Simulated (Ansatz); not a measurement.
The reference is SnSe₂ in the rutile structure (space group P4_2/mnm, No. 136; a = 6.415 Å, c = 3.995 Å; a hypothetical phase, not in the database extracts checked). Axes: x, y, z lie along a, b, c of the conventional cell.

Computed with PBEsol in Ansatz (plane waves to 420 eV, PAW, no spin-orbit coupling).

Base values:

- Pressure = 0.0 GPa

The change: uniaxial strain ε_yy = +3.65 %, all other strain components held at zero, atoms relaxed at fixed cell.

Task: How does this affect the largest internal atomic displacement, pressure and energy relative to the base?

Result: The largest internal atomic displacement comes out as 0.500 Å; the pressure (mean of the normal stresses, compression positive) goes from zero to -3.4 GPa; the energy falls by 16 meV/atom.

Stability against distortions was not tested. All final runs are without spin polarisation. Under uniaxial strain ε_yy = +3.65 % the cell ends below the base's energy or with stress of the wrong sign: the atoms slid into a distortion or the cell is elastically unstable, so the base is not a stable minimum at this level.

Ansatz is a first-principles code.
